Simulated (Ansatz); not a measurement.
# A self-consistent single point of a (001) slab of LiF (cut from a parent of space group no. 225; 8 atoms in the cell) with Ansatz

Method of the run: PBE (plane waves, PAW; Ansatz, a program for electronic structure).

The input file:

Ansatz 0.2 input:
```yaml
crystal:
  lattice:
    - [2.858189, 0.000000, 0.000000]
    - [-2.858189, 2.858189, 0.000000]
    - [0.000000, 0.000000, 20.063113]
  atoms:
    - { symbol: F, position: [0.000000, 0.500000, 0.449632] }
    - { symbol: F, position: [0.000000, 0.000000, 0.348899] }
    - { symbol: F, position: [0.000000, 0.500000, 0.651101] }
    - { symbol: F, position: [0.000000, 0.000000, 0.550368] }
    - { symbol: Li, position: [0.000000, 0.000000, 0.449632] }
    - { symbol: Li, position: [0.000000, 0.500000, 0.348899] }
    - { symbol: Li, position: [0.000000, 0.000000, 0.651101] }
    - { symbol: Li, position: [0.000000, 0.500000, 0.550368] }
basis:
  ecutwfc: 30.9 Ry
kpoints:
  mp_grid: { grid: [11, 11, 1] }
hamiltonian:
  xc: pbe
  pseudopotentials: { kind: paw }
scf:
  occupations: { method: fermi_dirac, width: 0.0037 Ry }
output:
  forces: true
  eigenvalues: true
  stress: true
```

Output, abridged:

```
WARN ansatz: RAYON_NUM_THREADS=1 ignored (pool sized by the plan → 1); use --threads N
Pseudopotentials: kind: paw
Pseudopotential: F, paw, valence charge 7
Pseudopotential: Li, paw, valence charge 3
Crystal: 8 atoms, lattice volume = 163.900 Å³
Basis set: ecut = 420.4159175005146 eV, 3223 PW (Γ), exchange–correlation on 40×60×270 points (8 copies of the dense FFT grid, shifted against one another)
Bands: 28, of which v1, the nominal top of the filled ones, is band 20 counted from 1 (19 counted from 0)
Symmetry: 16 space group operations
Space group: P4/nmm (ITA 129), of the structure as read, at distance tolerance 5.5e-5 Å
k-points: 21 of 121
Initial density: superposition of atomic densities (neutral atoms: chi_scale 0, normalization atom), corrected by the library's trained network
Initial wavefunctions: pseudopotential atomic-orbital guess
Eigensolver: davidson
Functional: x = pbe(κ = 0.804, μ = 0.2195149727645171), c = pbe(β = 0.06672455060314922)
SCF iter   1: F=—  HF=-4064.369588 eV  |F-HF|=—  |Δ(HF+E_count)|=         —  Δρ=5.40e-4  dr2=8.02e-4  ethr=1.77e-3  ⟨swp⟩=7.5  Hψ=3027  notcnv=0  defer=8
all-band conjugate gradients solve this SCF's bands
preconditioner: auto → none
SCF iter   2: F=—  HF=-4064.370165 eV  |F-HF|=—  |Δ(HF+E_count)|=   5.77e-4  Δρ=3.75e-4  dr2=2.18e-4  ethr=2.01e-6  ⟨swp⟩=2.2  Hψ=1179  notcnv=0  defer=31
SCF iter   3: F=—  HF=-4064.370459 eV  |F-HF|=—  |Δ(HF+E_count)|=   2.94e-4  Δρ=2.16e-4  dr2=5.94e-5  ethr=5.46e-7  ⟨swp⟩=2.0  Hψ=960  notcnv=0  defer=31
SCF iter   4: F=—  HF=-4064.370490 eV  |F-HF|=—  |Δ(HF+E_count)|=   3.06e-5  Δρ=3.71e-5  dr2=1.39e-6  ethr=1.48e-7  ⟨swp⟩=2.0  Hψ=1102  notcnv=0  defer=34
SCF iter   5: F=—  HF=-4064.370494 eV  |F-HF|=—  |Δ(HF+E_count)|=   3.78e-6  Δρ=1.14e-5  dr2=1.14e-7  ethr=3.48e-9  ⟨swp⟩=2.0  Hψ=936  notcnv=0  defer=37
SCF iter   6: F=-4064.370494 eV  HF=-4064.370494 eV  |F-HF|=1.61e-8  |Δ(HF+E_count)|=   2.41e-8  Δρ=5.56e-6  dr2=3.02e-8  ethr=2.50e-10  ⟨swp⟩=11.3  Hψ=2828  notcnv=0
SCF 1 converged in 6 iterations: F = -4064.370494 eV  dr2 = 3.02e-8
SCF converged after 6 iterations
Free energy (F): -4064.370494 eV
Harris-Foulkes:  -4064.370494 eV  (|F-HF|=1.61e-8)
Internal energy: -4064.370494 eV  (E = F + TS)
E sigma→0 (E₀):  -4064.370494 eV
Fermi energy:    -0.649419 eV
--- Per-component energies (eV) ---
  E_band       = -665.547620
  E_kinetic    = 919.657584
  E_local      = -24397.594516  (includes V_loc(G=0)·N_el)
  E_nonlocal   = 161.180639
  E_hartree    = 11718.531184
  E_xc         = -366.485259
  E_vxc        = -470.001823  (∫ρ·V_xc dr)
  E_paw        = -886.842629  (= ΣΔE_a)
  E_vpaw       = -315.862906  (= ΣTr[D̂ρ^β])
  E_aug_tail   = 0.008806  (compensation charges beyond the density's cutoff)
  E_ewald      = 8787.173697
  E_smearing   = -0.000000  (= −TS)
  E_closure    = 0.000000  (closes the sum)
  Σ components = -4064.370494   (vs F -4064.370494, Δ=0.00e0)
--- Forces (eV/Å), atoms counted from 1 ---
  atom   1  F      0.00000000     0.00000000    -0.01422864
  atom   2  F      0.00000000     0.00000000    -0.34208355
  atom   3  F      0.00000000     0.00000000     0.34208355
  atom   4  F      0.00000000     0.00000000     0.01422864
  atom   5  Li     0.00000000     0.00000000    -0.01057993
  atom   6  Li     0.00000000     0.00000000     0.29625288
  atom   7  Li     0.00000000     0.00000000    -0.29625288
  atom   8  Li     0.00000000     0.00000000     0.01057993
  max |Σ_I F_I| component: 5.20e-18 eV/Å
--- Stress (GPa, compression-positive) ---
       -0.928655       0.000000       0.000000
        0.000000      -0.928655       0.000000
        0.000000       0.000000       0.319303
  P = ⅓ Tr σ = -0.5127 GPa (-5.127 kbar)
  The stress holds the Pulay correction. Without it, at fixed plane waves, as pw.x and ABINIT print it: P = -0.7840 GPa
--- Band table (eV; the first three rows and the last of 21) ---
  k-point 0: bands = ["-45.2021", "-45.2020", "-44.7820", "-44.7470", "-23.7621", "-23.5413", "-23.2928", "-23.1737", "-6.5059", "-5.6329", "-4.7716", "-4.7716", "-4.7019", "-4.4853", "-4.4853", "-4.1696", "-4.1696", "-4.1001", "-3.9663", "-3.9663", [...]
  k-point 1: bands = ["-45.2005", "-45.2004", "-44.7798", "-44.7462", "-23.7432", "-23.5285", "-23.2867", "-23.1745", "-6.4512", "-5.6343", "-4.8566", "-4.8450", "-4.7367", "-4.4586", "-4.4381", "-4.3665", "-4.1541", "-4.0772", "-4.0222", "-3.9609", [...]
  k-point 2: bands = ["-45.1964", "-45.1963", "-44.7737", "-44.7442", "-23.6898", "-23.4933", "-23.2713", "-23.1787", "-6.3045", "-5.6870", "-5.1507", "-5.0383", "-4.6386", "-4.6146", "-4.5721", "-4.3849", "-4.1999", "-4.1130", "-4.0297", "-3.9499", [...]
  k-point 20: bands = ["-45.1683", "-45.1683", "-44.7311", "-44.7304", "-23.1928", "-23.1858", "-23.0131", "-23.0125", "-6.6374", "-6.6137", "-6.1446", "-6.1409", "-5.5526", "-5.5304", "-5.0613", "-5.0449", "-4.8061", "-4.7774", "-4.4008", [...]
```

The run converged in 6 iterations.

The starting cell has typed, rounded lattice constants, without a prior relaxation at this level. The slab is cut from that crystal, and its faces are unrelaxed. Its lattice was rescaled by up to half a per cent. Spin polarisation is off, though cut faces can carry moments; a gap of a slab can lie between surface states.
